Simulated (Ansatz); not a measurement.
Structures of equal composition on the (111) surface of fcc Al: clean 1x1; top plane shifted to the other hollow. The slabs share one bottom face, and each structure is named by its start. These are constructed structures in small cells; real faces may alloy, dewet or reconstruct in larger ones, and not all known structures of the face are among them. Slabs of about 12 Å, Fermi-Dirac smearing of 0.1 eV. Bottom of the slabs: a bare face, its two planes held. Relaxed from the named starts with such symmetry as they have, on meshes of like density; energies extrapolated to zero smearing; spin only where a row says so; no spin-orbit coupling, no U. Brackets mark spin-polarised runs, whose order is one that fits the cell.

Level of theory: PBE (plane waves to 420 eV, PAW; Ansatz, a first-principles code).

**Question.** Rank these by energy per 1x1 cell (lowest first), as PBE gives it.

**Answer.** clean 1x1 (0.000 eV), top plane shifted to the other hollow (0.039 eV)
